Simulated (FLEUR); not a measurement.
Input and output of a self-consistent single point for Cd₃Pt (I4/mmm, 4 atoms in the cell) (FLEUR).

Method: LDA (Perdew-Zunger), all-electron FLAPW (FLEUR), scalar-relativistic valence.

The change in words: lattice scaled by 0.98. Reference geometry:
```
CELL_PARAMETERS angstrom
     -2.07600     2.07600     4.31568
      2.07600    -2.07600     4.31568
      2.07600     2.07600    -4.31568
ATOMIC_POSITIONS crystal
  Cd 0.75000 0.25000 0.50000
  Cd 0.25000 0.75000 0.50000
  Cd 0.50000 0.50000 0.00000
  Pt 0.00000 0.00000 0.00000
```

Reference input (self-consistent single point, DFT, LDA (Perdew-Zunger), all-electron FLAPW (FLEUR), scalar-relativistic valence): Kmax = 3.9 1/bohr; GmaxXC = 15.6 1/bohr; xcFunctional = pz; jspins = 1; l_soc = F; mode = hist; fermiSmearingEnergy = 0.00367493 Htr; mesh (inpgen div1-3) = 9 9 9; inpgen gamma flag = false; Gmax = 15.6 1/bohr; numbands = 0; maxIterBroyd = 15. This run's input differs from it in these lines:

```diff
@@ -3,5 +3,5 @@
 &input film=f /
--2.0760000000 2.0760000000 4.3156800000
-2.0760000000 -2.0760000000 4.3156800000
-2.0760000000 2.0760000000 -4.3156800000
+-2.0344800000 2.0344800000 4.2293660000
+2.0344800000 -2.0344800000 4.2293660000
+2.0344800000 2.0344800000 -4.2293660000
 1.8897261246
@@ -46,5 +46,5 @@
          <bravaisMatrix>
-            <row-1>   -3.9230714346696001     3.9230714346696001     8.1554532414137277</row-1>
-            <row-2>    3.9230714346696001    -3.9230714346696001     8.1554532414137277</row-2>
-            <row-3>    3.9230714346696001     3.9230714346696001    -8.1554532414137277</row-3>
+            <row-1>   -3.8446100059762074     3.8446100059762074     7.9923434206950024</row-1>
+            <row-2>    3.8446100059762074    -3.8446100059762074     7.9923434206950024</row-2>
+            <row-3>    3.8446100059762074     3.8446100059762074    -7.9923434206950024</row-3>
          </bravaisMatrix>
```

The program printed (abridged):

```
 Iteration:     1   Distance:       9.89794625 me/bohr^3
 Iteration:     2   Distance:       8.98336687 me/bohr^3
 Iteration:     3   Distance:       4.70361861 me/bohr^3
 Iteration:     4   Distance:       2.25165762 me/bohr^3
 Iteration:     5   Distance:       1.66817404 me/bohr^3
   [... 10 lines left out ...]
 Iteration:    16   Distance:       0.00006394 me/bohr^3
 Iteration:    17   Distance:       0.00003828 me/bohr^3
 Iteration:    18   Distance:       0.00001256 me/bohr^3
 Iteration:    19   Distance:       0.00000573 me/bohr^3
 Run finished successfully
 Stop message:
   Structural relaxation: Done

[file out, last iteration]
             iter=     20
[...]
          total density-effective poten   -6.0044925892E+04
          total charge density-energy d   -7.9609119523E+02
 Updated energy parameters for spin:           1
[...]
 fermi energy and band-weighting factors:

[...]
FERMIE:
          first approx. to ef    (T=0)  :   0.377473 htr   (energy of the highest occ. eigenvalue)
          number of occ. states  (T=0)  :       2622
          first approx. to seigv (T=0)  : -39.311886 htr
          sum of weights of occ. states :  35.004115
          sum of semicore charge        :   0.000000 e
FERHIS:  Fermi-Energy by histogram:
          bandgap                     :   0.000644 htr
   [... lines left out ...]
          charge neutrality (T=0)     :   0.008230    (zero if the highest occ. eigenvalue is "entirely" occupied)
     EF_NEWTON:  Adjust Fermi-Energy by Newton-Method.
 Direct bandgap for spin            1 :    6.6830318835381375E-004  Htr
 ---->    free energy=                    -35209.5083336069 htr
   [... lines left out ...]
 TOTAL FORCE FOR ATOM TYPE=  1  X=  3.845   Y=  0.000   Z= -3.996
                       FX_TOT= 0.000000 FY_TOT= 0.000000 FZ_TOT= 0.000000
 TOTAL FORCE FOR ATOM TYPE=  2  X=  0.000   Y=  0.000   Z=  7.992
                       FX_TOT= 0.000000 FY_TOT= 0.000000 FZ_TOT= 0.000000
 TOTAL FORCE FOR ATOM TYPE=  3  X=  0.000   Y=  0.000   Z=  0.000
                       FX_TOT= 0.000000 FY_TOT= 0.000000 FZ_TOT= 0.000000
 Structural relaxation: Done
```

The run converged in 19 iterations. FLEUR gives forces in its relaxation mode, with a further iteration, so its stop message speaks of a relaxation. Against the reference run the free energy goes down by 29.2 meV/atom.

The starting cell comes from a database of computed structures (which also holds hypothetical and non-ambient phases and stackings), without a prior relaxation at this level. For this run, on top of that: lattice scaled by 0.98. Spin-orbit coupling is off. Spin polarisation is off. Values depend on the basis (sphere radii, cutoffs, local orbitals), which need not be converged. The log's line on a gap gives a spacing of levels on this mesh, which the program prints for metals too.

Cost on one core of a shared machine: roughly 7 min.
